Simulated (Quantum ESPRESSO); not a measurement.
A self-consistent single point of MnZn3 (P-6m2, 4 atoms in the cell) with Quantum ESPRESSO.

Method of the run: PBEsol, GBRV 1.5 ultrasoft (PBESOL) pseudopotentials (plane waves; Quantum ESPRESSO).

The change in words: lattice scaled by 0.98. Reference geometry:
```
MnZn3
1.0
    2.72498     0.00000     0.00000
   -1.36249     2.35990     0.00000
    0.00000     0.00000     8.76211
Mn Zn
1 3
Direct
  0.66667   0.33333   0.00000
  0.66667   0.33333   0.50000
  0.33333   0.66667   0.24142
  0.33333   0.66667   0.75858
```
Moments meant for the start (each program seeds them in its own way; μB, in the order of the atoms Mn Zn Zn Zn): 4.0 0.0 0.0 0.0.

Reference input (self-consistent single point, DFT, PBEsol, plane waves, GBRV 1.5 ultrasoft (PBESOL) pseudopotentials): ecutwfc = 50 Ry; ecutrho = 400 Ry; occupations = smearing; smearing = gauss; degauss = 0.0073499 Ry; nspin = 2; potentials = {Mn: mn_pbesol_v1.5.uspp.F.UPF, Zn: zn_pbesol_v1.uspp.F.UPF}; K_POINTS = automatic 11 11 3 0 0 0; conv_thr = 1e-11 Ry; mixing_beta = 0.3. This run's input differs from it in these lines:

```diff
@@ -34,5 +34,5 @@
 CELL_PARAMETERS {angstrom}
-   2.7249800550     0.0000000000     0.0000000000
-  -1.3624900275     2.3599019524     0.0000000000
-   0.0000000000     0.0000000000     8.7621100000
+   2.6704802770     0.0000000000     0.0000000000
+  -1.3352401385     2.3127037601     0.0000000000
+   0.0000000000     0.0000000000     8.5868680000
```

Log, with long lists cut:

```
     Self-consistent Calculation

     iteration #  1     ecut=    50.00 Ry     beta= 0.30

     total energy              =   -1565.05487896 Ry
     estimated scf accuracy    <      64.91915693 Ry

     total magnetization       =     0.25 Bohr mag/cell
     absolute magnetization    =     0.53 Bohr mag/cell

     iteration #  2     ecut=    50.00 Ry     beta= 0.30

     total energy              =   -1578.52083091 Ry
     estimated scf accuracy    <     323.00125489 Ry

     total magnetization       =     2.90 Bohr mag/cell
     absolute magnetization    =     2.90 Bohr mag/cell

     iteration #  3     ecut=    50.00 Ry     beta= 0.30

   [... lines left out ...]

     iteration # 24     ecut=    50.00 Ry     beta= 0.30

     total energy              =   -1594.78641935 Ry
     estimated scf accuracy    <          1.1E-11 Ry

     total magnetization       =     2.10 Bohr mag/cell
     absolute magnetization    =     2.45 Bohr mag/cell

     iteration # 25     ecut=    50.00 Ry     beta= 0.30

     Magnetic moment per site  (integrated on atomic sphere of radius R)
     atom   1 (R=0.399)  charge= 13.4633  magn=  2.1904
     atom   2 (R=0.399)  charge= 18.6172  magn= -0.0172
     atom   3 (R=0.399)  charge= 18.6665  magn= -0.0304
     atom   4 (R=0.399)  charge= 18.6665  magn= -0.0304
     End of self-consistent calculation

     the Fermi energy is    15.5683 ev

!    total energy              =   -1594.78641935 Ry
     estimated scf accuracy    <          3.6E-12 Ry
     smearing contrib. (-TS)   =      -0.00087683 Ry
     internal energy E=F+TS    =   -1594.78554252 Ry

     total magnetization       =     2.10 Bohr mag/cell
     absolute magnetization    =     2.45 Bohr mag/cell

     convergence has been achieved in  25 iterations

     Forces acting on atoms (cartesian axes, Ry/au):

     atom    1 type  1   force =     0.00000000    0.00000000    0.00000000
     atom    2 type  2   force =     0.00000000    0.00000000    0.00000000
     atom    3 type  2   force =     0.00000000    0.00000000    0.00050507
     atom    4 type  2   force =     0.00000000    0.00000000   -0.00050507

     Total force =     0.000714     Total SCF correction =     0.000015

          total   stress  (Ry/bohr**3)                   (kbar)     P=      -21.82
  -0.00016827   0.00000000   0.00000000          -24.75        0.00        0.00
   0.00000000  -0.00016827   0.00000000            0.00      -24.75        0.00
   0.00000000   0.00000000  -0.00010842            0.00        0.00      -15.95

   JOB DONE.
```

The run converged in 25 iterations. Against the reference run the free energy drops by 19.0 meV/atom, the pressure goes from -6.88 to -2.18 GPa, the largest force goes from 0.039 to 0.013 eV/Å and the size of the net moment goes from 0.62 to 0.53 μB/atom.

The starting cell comes from a database of computed structures (which also holds hypothetical and non-ambient phases and stackings), without a prior relaxation at this level. For this run, on top of that: lattice scaled by 0.98. With one magnetic atom in the cell only a parallel order is possible.

Cost on one core of a shared machine: roughly 3 min.
